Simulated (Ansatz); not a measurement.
Take InAgTe₂ in the chalcopyrite structure (space group I-42d, No. 122; a = 6.354 Å, c = 12.637 Å) as the base.

Level of theory: LDA (Ansatz, a first-principles code, PAW, no SOC).

One change was made to it. Results:

The volume per atom drops by 3.898 Å³ (31.88 Å³ → 27.99 Å³); the band gap becomes 0.39 eV (base: zero).

Task: Name the change that was made.
A) pressure 9 GPa
B) pressure 4.5 GPa
C) pressure 22.5 GPa
D) pressure 2.1 GPa
E) pressure 0.9 GPa

Result: A, pressure 9 GPa. For comparison, the band gap in the other runs: pressure 4.5 GPa gives 0.23 eV; pressure 2.1 GPa gives 0.13 eV; pressure 22.5 GPa gives zero; pressure 0.9 GPa gives 0.08 eV.

The mesh was chosen for an insulator and is coarse for the gapless case. From pressure 22.5 GPa on, the axis ratios lie over 15 % from the base's, so the cell there is far from its starting form. With Te present, leaving out spin-orbit coupling can change the band edges. Load acts through the strain it causes; cell and atoms are relaxed under it. Stability against distortions was not tested. Competing high-pressure phases were not computed. All final runs are without spin polarisation. Gaps under 0.05 eV, about the width of the smearing, are given as zero. A zero or small gap of InAgTe2 can be the functional's error rather than a property of the material.
